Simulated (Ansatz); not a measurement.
# PBE against PBEsol: CdTe, pressure −1 GPa

The reference is CdTe in the zinc blende structure (space group F-43m, No. 216; a = 6.618 Å).

(Cell as relaxed with PBE.)

Levels (all Ansatz, an electronic-structure program, PAW): PBE (420 eV, no SOC); PBEsol (420 eV, scalar-relativistic without spin-orbit coupling).

Each level relaxes its own structure.

```tsv
base	PBE	PBEsol
volume per atom	36.23 Å³	34.16 Å³
lattice parameter a	661.8 pm	648.9 pm
band gap	0.59 eV	0.65 eV
```

Modification: a negative pressure, −1 GPa.

```tsv
quantity	PBE	PBEsol
electron mass	0.047 mₑ (at Γ)	___
valley order (the lowest conduction-band minima on the path, energy above the VBM, named in the base's zone)	Γ 0.50 eV; L along ⟨111⟩ 1.73 eV	___
shortest interatomic distance	289.6 pm	___
```

Q: Predict the PBEsol column.

A: 
- electron mass, PBEsol: 0.050 mₑ (at Γ)
- valley order (the lowest conduction-band minima on the path, energy above the VBM, named in the base's zone), PBEsol: Γ 0.57 eV; L along ⟨111⟩ 1.71 eV
- shortest interatomic distance, PBEsol: 283.4 pm

Both order the valleys alike; PBE's shortest interatomic distance lies 6.2 pm above PBEsol's (2.2 %). Neither level is exact; PBEsol is the comparison here, not a measurement.

Spin-orbit coupling, missing from the scalar runs, can matter with Te. Load acts through the strain it causes; cell and atoms are relaxed under it. Masses are band curvatures over ±0.01 Å⁻¹ around the edge. Whether these cells are dynamically stable was not tested.
